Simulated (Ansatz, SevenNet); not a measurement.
For C11b MoSi2, the machine-learned potential SevenNet-l3i5 (trained on PBE and PBE+U data) gives:

```
Item                           Result
---------------------  --------------
lattice constant a            3.220 Å
lattice parameter c           7.873 Å
enthalpy of formation  -0.514 eV/atom
```

Problem. What does r²SCAN (plane waves, PAW; Ansatz, a program for electronic structure) give for the same quantities?

Solution. 
- lattice constant a: 3.202 Å (shrinks by 0.6 %)
- lattice parameter c: 7.818 Å (drops by 0.7 %)
- formation enthalpy: -0.472 eV/atom (moves by +0.042 eV/atom)

For comparison: lattice constant a 3.205 Å (measured, temperature not stated, not corrected to a static lattice; as tabulated in Pavlosiuk et al. (2022), arXiv:2202.05362); lattice parameter c 7.845 Å (measured, temperature not stated, not corrected to a static lattice; as tabulated in Pavlosiuk et al. (2022), arXiv:2202.05362); formation enthalpy -0.496 ± 0.02 eV/atom (measured, 298 K, copied from a table, unchecked, no zero-point or thermal correction; as tabulated in Wang et al. (2021), doi:10.1038/s41598-021-94550-5).

Changes are worked out from the printed values.

Unless a cell is named, each level is at its own relaxed cell (SevenNet-l3i5 13.61, r²SCAN 13.36 Å³/atom).

Ansatz's density-functional and Hartree–Fock values are scalar-relativistic unless marked +SOC, with PAW data made under PBE.
